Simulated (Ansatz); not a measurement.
**InSb (model structure, P6₃/mmc, No. 194, 4 atoms in the cell): c axis length by level of theory**

No measured value is used here.

```
level (code)           value (Å)
---------------------  ---------
LDA (Ansatz)               7.285
PBE (Ansatz)               7.465
PBE-D3(BJ) (Ansatz)        7.394
r²SCAN (Ansatz)            7.314
r²SCAN+rVV10 (Ansatz)          ?
```

Q: Complete the blanks.

A: 
- r²SCAN+rVV10 (Ansatz, a program for electronic structure), value (Å): 7.294

Cutoffs differ between the levels. Ansatz's density-functional and Hartree–Fock values are scalar-relativistic unless marked +SOC, with PAW data made under PBE.

A model structure was made by putting elements into a prototype or built by hand; it is no filed structure, need not be a known phase, and can be a saddle point held by its symmetry.
